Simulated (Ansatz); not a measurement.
All values below come from PBE (plane waves to 420 eV, PAW; Ansatz, an electronic-structure program).

Planar average of the electrostatic potential across the slab, in eV from the Fermi level, for Br on the 1x1 (0001) surface of hcp Ti, one in a 1x1 cell, started at the site 'hollow Ti-Ti-Ti over Ti at depth 2.2 Å':

(z (Å), V (eV)): (5.20, 4.37); (5.49, 4.37); (5.78, 4.37); (6.07, 4.36); (6.36, 4.34); (6.64, 4.30); (6.93, 4.23); (7.22, 4.11); (7.51, 3.86); (7.80, 3.41); (8.09, 2.60); (8.38, 1.17); (8.67, -1.40); (8.96, -6.21); (9.24, -10.76); (9.53, -12.79); (9.82, -12.00); (10.11, -8.56); (10.40, -3.77); (10.69, -1.41); (10.98, -3.48); (11.27, -8.21); (11.56, -11.75); (11.84, -12.60); (12.13, -10.57); (12.42, -5.99); (12.71, -1.40); (13.00, -0.08); (13.29, -1.81); (13.58, -6.62); (13.87, -10.99); (14.16, -12.69); (14.44, -11.51); (14.73, -7.62); (15.02, -2.72); (15.31, -0.62); (15.60, -2.34); (15.89, -7.15); (16.18, -11.31); (16.47, -12.96); (16.76, -11.93); (17.04, -8.37); (17.33, -4.53); (17.62, -5.93); (17.91, -13.22); (18.20, -18.51); (18.49, -18.56); (18.78, -13.07); (19.07, -4.30); (19.36, 0.77); (19.64, 2.45); (19.93, 3.15); (20.22, 3.43); (20.51, 3.54); (20.80, 3.58); (21.09, 3.60); (21.38, 3.61); (21.67, 3.61); (21.96, 3.61); (22.24, 3.61); (22.53, 3.61); (22.82, 3.61)

Slab: 5 atoms, 6.8 Å thick at the start under the adsorbate (thin: gaps and levels are the slab's own); k 12x12x1, smearing 0.1 eV, dipole-corrected; 2 atoms held, the rest relaxed; symmetry of the start imposed; no spin, no spin-orbit, no U, no dispersion correction. At the end it is bonded to 3 Ti. In PBE this state lies 0.06 eV over the lowest of the starts that converged ('bridge Ti-Ti (span 2.9 Å)').

Task: The surface cell has an area of 7.48 Å². What dipole along the normal does the step between the two vacuum levels imply?

Result: the top vacuum level lies 0.76 eV below the bottom one; p = −ε₀ A ΔV (ε₀ = 0.005526 e/(V·Å)) gives 0.03 e·Å a cell.
